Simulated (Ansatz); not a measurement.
Structures of equal composition on the (000-1) surface of wurtzite GaN (N plane on top): 2x2 O adatom at H3; 2x2 O adatom at T4. The slabs share one bottom face, and each structure is named by its start. These are constructed structures in small cells; real faces may alloy, dewet or reconstruct in larger ones, and not all known structures of the face are among them. Slabs of about 14 Å with all that they carry, Fermi-Dirac smearing of 0.025 eV. Bottom of the slabs: H caps. Relaxed from the named starts with such symmetry as they have, on meshes of like density; energies extrapolated to zero smearing; no spin-orbit coupling, no U. Spin-polarised runs, if any, are marked in brackets, and their order is one that fits the cell; the others ran without spin. Where a second, spin-polarised start was run, the lower counts.

Host crystal: wurtzite GaN, with a band gap (PBE, scalar-relativistic without spin-orbit coupling).

These are PBE (plane waves to 420 eV, PAW; Ansatz, an electronic-structure program) values and carry that method's errors.

Problem. Order them by energy per 1x1 cell (lowest first) at the level PBE.

Solution. 2x2 O adatom at H3 (0.000 eV (1 N–O bonds formed) [spin, 3.0 μB a cell], no gap over 0.04 eV on the mesh), 2x2 O adatom at T4 (0.433 eV (2 N–O bonds formed) [spin, 1.0 μB a cell], a narrow gap of 0.08 eV by band count)
